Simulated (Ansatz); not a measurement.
# BeTe, response to strain

Base system: BeTe in the zinc blende structure (space group F-43m, No. 216; a = 5.6568 Å). Axes: x, y, z lie along the cube axes.

Strains are applied to the cell and any free atomic positions relax.

All numbers come from r2SCAN in Ansatz (plane waves to 500 eV, PAW, no spin-orbit coupling).

Notes on the quantities. pressure: mean of the normal stresses, compression positive.

```tsv
change	pressure	band gap	electron mass	hole mass
base	0.01 GPa	2.37 eV	2.1 mₑ along k, 0.25 mₑ across (at X)	–
uniaxial strain ε_zz = −3.00 %	1.92 GPa	2.05 eV	2.0 mₑ along k, 0.26 mₑ across (at X)	0.21 mₑ along z, 0.32 mₑ across (at Γ)
uniaxial strain ε_zz = −2.50 %	1.58 GPa	2.10 eV	2.0 mₑ along k, 0.25 mₑ across (at X)	0.21 mₑ along z, 0.32 mₑ across (at Γ)
uniaxial strain ε_zz = −2.00 %	1.25 GPa	___	2.0 mₑ along k, 0.25 mₑ across (at X)	0.21 mₑ along z, 0.33 mₑ across (at Γ)
uniaxial strain ε_zz = −1.50 %	0.93 GPa	___	2.0 mₑ along k, 0.25 mₑ across (at X)	0.21 mₑ along z, 0.33 mₑ across (at Γ)
uniaxial strain ε_zz = −1.00 %	0.62 GPa	2.27 eV	2.0 mₑ along k, 0.25 mₑ across (at X)	0.21 mₑ along z, 0.34 mₑ across (at Γ)
uniaxial strain ε_zz = −0.50 %	0.31 GPa	2.32 eV	2.0 mₑ along k, 0.25 mₑ across (at X)	0.21 mₑ along z, 0.34 mₑ across (at Γ)
```

Problem. Some entries are withheld; estimate them.

Solution. 
- uniaxial strain ε_zz = −2.00 %, band gap: 2.16 eV
- uniaxial strain ε_zz = −1.50 %, band gap: 2.21 eV

Spin-orbit coupling, missing from the scalar runs, can matter with Te. Masses are band curvatures over ±0.01 Å⁻¹ around the edge. Along k means along the line from Γ to the band edge. No phonon test of stability was made.

Ansatz is an electronic-structure program.
